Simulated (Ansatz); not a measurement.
Cl on the 1x1 (101) surface of anatase TiO2 (cut with top plane O), one in a 2x1 cell, energies for each (39.6 Å²). Energies are against ½ Cl2(g), without zero-point or thermal terms; each row is named by its start (#2, #3: further inequivalent places of a kind).

Host crystal: anatase TiO2, with a band gap (PBE, scalar-relativistic without spin-orbit coupling).

All values below come from PBE (plane waves to 420 eV, PAW; Ansatz, a program for electronic structure).

Model: 37-atom slab, 9.4 Å thick at the start under the adsorbate (thin: gaps and levels are the slab's own), 3x4x1 mesh, Fermi-Dirac 0.01 eV, dipole correction, 14 atoms held, the rest relaxed; each run with such symmetry as its start has; spin-polarised, no spin-orbit, no U, no dispersion correction.

A negative adsorption energy means that the adsorbate is more stable on the surface than in its reference. Starts that drift may end in the same place. Heights count from the host atoms within 0.3 Å of the top one.

```
starting site                                                                    E_ads (eV)  height (Å)  nearest host atom (Å)                     bonded to  change of the vacuum step (eV)  lateral drift (Å)  moment (μB)
-------------------------------------------------------------------------------  ----------  ----------  ---------------------  ----------------------------  ------------------------------  -----------------  -----------
top O                                                                                  0.92        1.71                 O 2.35                            Ti                            0.41                1.5          1.0
top O #2                                                                               0.91        1.49                 O 2.42                            Ti                            0.46                1.1          1.0
over Ti at depth 0.9 Å                                                                 0.92        1.71                 O 2.35                            Ti                            0.42                0.1          1.0
over Ti at depth 1.4 Å (the adsorbate is not bonded to the surface)                    1.13        1.87                 O 2.46  none within bonding distance                            0.95                1.0          1.0
hollow O-O-O over O at depth 4.4 Å (the adsorbate is not bonded to the surface)        1.13        1.87                 O 2.46  none within bonding distance                            0.95                1.7          1.0
bridge O-O-O (span 3.8 Å) (the adsorbate is not bonded to the surface)                 1.13        1.87                 O 2.46  none within bonding distance                            0.95                1.6          1.0
bridge O-O (span 2.8 Å)                                                                0.92        1.71                 O 2.35                            Ti                            0.40                1.0          1.0
```
